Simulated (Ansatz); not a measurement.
## What isotropic strain +1.00 % does to Ta

Start from Ta in the bcc (W type) structure (space group Im-3m, No. 229; a = 3.320 Å; relaxed with 0.1 eV smearing).

Modification: every lattice vector is stretched by 1.00 %; the atoms relax in the strained cell.

The values are results of Kohn–Sham DFT with the PBE functional, run in Ansatz (a program for electronic structure) with PAW and 420 eV plane waves, without spin-orbit coupling, not measurements. k-mesh 28×28×28 (Γ-centred); smearing 0.1 eV (Fermi–Dirac).

- Volume per atom = 18.86 Å³ (base 18.30 Å³)
- Space group = Im-3m (No. 229) (base Im-3m (No. 229))
- Shortest interatomic distance = 2.904 Å (base 2.876 Å)
- Energy relative to the base (free energy F) = +9.7 meV/atom
- Pressure = -5.5 GPa (base 0.0 GPa)
- Band gap = zero (base zero)

Stability against distortions was not tested. All final runs are without spin polarisation.
